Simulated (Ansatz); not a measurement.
Given:

End structure of O on the 1x1 (0001) surface of hcp Co, ferromagnetic, one in a 2x1 cell, started at the site 'hollow Co-Co-Co over Co at depth 2.0 Å':

```yaml
crystal:
  lattice:
    - [4.98583, 0.00000, 0.00000]
    - [-1.24646, 2.15893, 0.00000]
    - [0.00000, 0.00000, 25.50000]
  atoms:
    - { symbol: Co, position: [0.33333, 0.33333, 0.38286] }
    - { symbol: Co, position: [0.83333, 0.33333, 0.38286] }
    - { symbol: Co, position: [0.16667, 0.66667, 0.45946] }
    - { symbol: Co, position: [0.66667, 0.66667, 0.45946] }
    - { symbol: Co, position: [0.32952, 0.32952, 0.53970] }
    - { symbol: Co, position: [0.83113, 0.33113, 0.54018] }
    - { symbol: Co, position: [0.15574, 0.65574, 0.62045] }
    - { symbol: Co, position: [0.67472, 0.67472, 0.61736] }
    - { symbol: O, position: [0.33678, 0.33678, 0.66191] }
```

Set-up: 9 atoms, 6.0 Å thick at the start under the adsorbate (thin: gaps and levels are the slab's own); mesh 7x14x1; 0.1 eV smearing; dipole correction on; 4 atoms held, the rest relaxed; start symmetry kept, larger cells not searched; spin-polarised, no spin-orbit, no U, no dispersion correction. At the end it is bonded to 3 Co. In PBE it is, or lies within 0.03 eV of, the lowest of the starts that converged.

A negative adsorption energy means that the adsorbate is more stable on the surface than in its reference.

**Question.** What change of the step from the bottom to the top vacuum level, against the clean slab does PBE run with Ansatz (a program for electronic structure) give?

**Answer.** 1.10 eV

**Question.** Predict the adsorption energy against ½ O2(g) from PBE.

**Answer.** -2.21 eV

**Question.** Estimate the work function of the top face that PBE returns for this input.

**Answer.** 6.07 eV

**Question.** Predict the change of the work function from PBE.

**Answer.** 1.09 eV
